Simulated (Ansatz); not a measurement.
Start from CuCl in the zinc blende structure (space group F-43m, No. 216).

Space group F-43m (No. 216); a = b = c = 5.2897 Å, α = β = γ = 90.00°

```
atom  site  symmetry       x       y       z
----  ----  --------  ------  ------  ------
Cu      4a      -43m  0.0000  0.0000  0.0000
Cl      4d      -43m  0.7500  0.7500  0.7500
```
(The calculation used a cell of 2 atoms; values per cell refer to that cell.)

Level of theory: plane-wave PAW DFT at the PBEsol level (Ansatz, a quantum-chemistry and plane-wave program, 420 eV), spin-orbit coupling left out.

It is then changed as follows: full substitution Cl → I; the structure is relaxed again.

Measured lattice parameter a: CuCl 5.4093 Å (0 K or low temperature; as listed in arXiv:1206.3780); CuI 6.053 Å (temperature not stated; as listed in arXiv:2305.18931).

Problem. How well does PBEsol reproduce the measured shift?

Solution. With PBEsol the lattice parameter a moves by +0.650 Å (5.290 → 5.939) against +0.644 Å measured.

Whether these cells are dynamically stable was not tested. No Hubbard U is applied. The final runs are not spin-polarised.
